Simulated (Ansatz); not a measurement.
# Al2O3, pressure series

Take Al2O3 in the corundum structure (space group R-3c, No. 167; a = 4.774 Å, c = 13.015 Å (hexagonal axes)) as the base.

Cell and atoms are relaxed at each pressure.

Level of theory: PBEsol (Ansatz, an electronic-structure program, PAW, scalar-relativistic without spin-orbit coupling).

Candidates:
(a) pressure 30 GPa
(b) pressure 2.1 GPa
(c) pressure −1 GPa
(d) pressure 9 GPa

Base values:

| Quantity | Value |
|---|---|
| Band gap | 6.03 eV |

### Question
Order them by band gap, lowest first.

### Answer
(c) pressure −1 GPa (5.98 eV), (b) pressure 2.1 GPa (6.13 eV), (d) pressure 9 GPa (6.45 eV), (a) pressure 30 GPa (7.28 eV)

Load acts through the strain it causes; cell and atoms are relaxed under it. No phonon test of stability was made. Competing high-pressure phases were not computed.
